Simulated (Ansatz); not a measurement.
Consider the following.

```yaml
crystal:
  lattice:
    - [2.90772, -2.49145, 0.00000]
    - [2.90772, 2.49145, 0.00000]
    - [-2.60113, 0.00000, 5.00805]
  atoms:
    - { symbol: Ta, position: [0.23520, 0.14996, 0.29233] }
    - { symbol: Ta, position: [0.85004, 0.76480, 0.70767] }
    - { symbol: O, position: [0.63219, 0.23343, 0.65783] }
    - { symbol: O, position: [0.76657, 0.36781, 0.34217] }
    - { symbol: O, position: [0.24885, 0.10892, 0.95183] }
    - { symbol: O, position: [0.89108, 0.75115, 0.04817] }
    - { symbol: O, position: [0.26707, 0.73293, 0.50000] }
```

No spin polarisation.

A single point on Ta2O5 with a change (isotropic strain −1.84 %), its geometry relaxed with PBEsol.

The values are results of r2SCAN (Ansatz, a first-principles code, PAW, no SOC), not measurements. Γ-centred 9×9×7 mesh, Fermi–Dirac width 0.05 eV.

Question: Predict the width of the top valence band, gap character, smallest direct gap and pressure.

Answer: 
- Width of the top valence band: 0.85 eV
- Gap character: indirect, Γ → V₂
- Smallest direct gap: 3.34 eV
- Pressure: 124.4 kbar

Single points use the geometry relaxed with PBEsol. Spin-orbit coupling, missing from the scalar runs, can matter with Ta. Stability against distortions was not tested. The cell was made from Ta2O5 (space group C2, No. 5; a cell from a computed database, its experimental status unchecked) by this change: isotropic strain −1.84 %.
